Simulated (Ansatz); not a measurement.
Data:

```xyz
2
Lattice="3.9439 0.0000 0.0000 1.9720 3.4156 0.0000 1.9720 -1.1385 3.2015" Properties=species:S:1:pos:R:3 pbc="T T T"
Be     0.0000     0.0000    -0.0024
Te     3.9439     0.0000     2.4035
```

No spin polarisation.

Computed with LDA (Ansatz, a first-principles code, PAW, without spin-orbit coupling). Γ-centred 10×10×10 mesh, Fermi–Dirac width 0.05 eV.

**Question.** Estimate the smallest direct gap.

**Answer.** 3.54 eV.

**Question.** What is the computed valence-band top at Γ (three highest levels, from the VBM)?

**Answer.** 0.00, -0.05, -0.05 eV.

**Question.** What is the computed hole mass?

**Answer.** 0.12 mₑ out of plane, 0.76 mₑ in plane (at Γ).

**Question.** What mean in-plane stress (compression positive) does the calculation give?

**Answer.** -0.6 GPa.

With Te present, leaving out spin-orbit coupling can change the band edges. The cells carry an imposed strain or load. Effective masses come from finite differences of ±0.01 Å⁻¹. No phonon test of stability was made. The cell was made from BeTe in the zinc blende structure (space group F-43m, No. 216) by this change: biaxial strain +0.42 %, plane normal [111], relaxed out of plane.
